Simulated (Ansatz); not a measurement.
The cell is built on a prototype and need not be the phase stable at ambient conditions.

By PBEsol, the system below comes out a metal.

A figure of merit of an interconnect metal is its ballistic conductance per area.

Input:

```xyz
4
Lattice="4.6967 0.0000 0.0000 -2.3484 4.0675 0.0000 2.3484 1.3558 3.8348" Properties=species:S:1:pos:R:3 pbc="T T T"
Sn     0.0000     0.0000     0.0000
Ta     0.0000     2.7116     1.9174
Ta     2.3484     4.0675     2.8761
Ta     2.3484     1.3558     0.9587
```

Space group of this cell: Fm-3m. The cell was relaxed by PBE-D3(BJ); by PBEsol its mean pressure is -0.7 GPa.

The current flows along the normal of the first two printed cell vectors. No spin-orbit coupling; the value is a mean over 0.1 eV about the Fermi level.

Problem. Predict the ballistic conductance per area from Ansatz (a quantum-chemistry and plane-wave program) with PBEsol.

Solution. 0.73 × 10¹⁵ S/m² for both spins.
